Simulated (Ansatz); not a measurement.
## Element substitutions in Ti2AlC

Start from Ti$_{2}$AlC (space group P6_3/mmc, No. 194; a = 3.037 Å, c = 13.638 Å; a cell from a computed database, its experimental status unchecked).

Each row replaces one element on all its sites; cell and atoms are relaxed.

Computed with Ansatz (a quantum-chemistry and plane-wave program) PBEsol, no spin-orbit coupling.

| case | lattice parameter a | c/a ratio |
|---|---|---|
| base | 3.037 Å | 4.490 |
| C → P | … | 4.156 |
| Al → In | … | 4.515 |
| C → Ge | 3.378 Å | 4.190 |

Q: Some entries are withheld; estimate them.

A: 
- C → P, lattice parameter a: 3.314 Å
- Al → In, lattice parameter a: 3.108 Å

Whether these cells are dynamically stable was not tested. As relaxed here, Ti2AlP and Ti2AlGe are hypothetical phases, not in the database extracts checked. For Ti2InC in this form, whether it has been made was not checked. The final runs are not spin-polarised.
